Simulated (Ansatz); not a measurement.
Take Mo in the bcc (W type) structure (space group Im-3m, No. 229; a = 3.151 Å; relaxed with 0.1 eV smearing) as the base. Axes: x, y, z lie along the cube axes.

Computed with Ansatz (a program for electronic structure) r2SCAN, scalar-relativistic without spin-orbit coupling, earlier PAW set.

Perturbation: the cell is scaled by 0.9768 in all directions, atoms relaxed at fixed cell.

Problem. Predict the stress tensor and what it implies for the stiffness.

Solution. Stress of the strained cell less that of the base (GPa, compression positive):
```
   22.2     0.0     0.0
    0.0    22.2     0.0
    0.0     0.0    22.2
```

Then B = −ΔP/(ΔV/V₀) with ΔV/V₀ = -0.0680 gives secant stiffness values (nonlinear terms included at this strain): B ≈ 326 GPa.

As a check, the harmonic strain energy −½ V₀ Δσ:ε is 75 meV/atom; the computed energy rise is 69 meV/atom.

Whether these cells are dynamically stable was not tested. The final runs are not spin-polarised.
